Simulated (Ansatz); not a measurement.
InAs (model structure, started from the BeO type, P4₂/mnm, No. 136, 8 atoms in the cell)

Level of theory: PBEsol (Ansatz, a quantum-chemistry and plane-wave program, PAW).

Run with plane-wave cutoff 520 eV, 6×6×8 k mesh (along the axes of the cell as run), Fermi–Dirac smearing 0.01 eV, scalar-relativistic PAW data made under PBE.

Cell (relaxed at this level):

```cif
data_As4In4
_chemical_formula_sum 'In4 As4'
_space_group_name_H-M_alt 'P42/mnm'
_space_group_IT_number 136
_space_group_name_Hall '-P 4n 2n'
_cell_length_a 7.43396
_cell_length_b 7.43396
_cell_length_c 4.30879
_cell_angle_alpha 90.000
_cell_angle_beta 90.000
_cell_angle_gamma 90.000
loop_
_atom_site_label
_atom_site_type_symbol
_atom_site_symmetry_multiplicity
_atom_site_Wyckoff_symbol
_atom_site_fract_x
_atom_site_fract_y
_atom_site_fract_z
_atom_site_occupancy
In1 In 4 g 0.17809 0.17809 0.50000 1
As1 As 4 f 0.31976 0.31976 0.00000 1
```

For InAs (model structure, started from the BeO type, P4₂/mnm, No. 136, 8 atoms in the cell), the band gap comes out as none and the bulk modulus is 50.6 GPa.

Note: the bulk modulus is −V dP/dV from two relaxed cells at ±2 % in volume; the relaxation could raise the start's symmetry but not lower it, so the cell can be a saddle point.

Spin–orbit coupling is not included; it can open a gap where bands touch, and shift volumes and moduli.

The computed numbers hold no vibrational or temperature effects.

A model structure was made by putting elements into a prototype or built by hand; it is no filed structure, need not be a known phase, and can be a saddle point held by its symmetry.
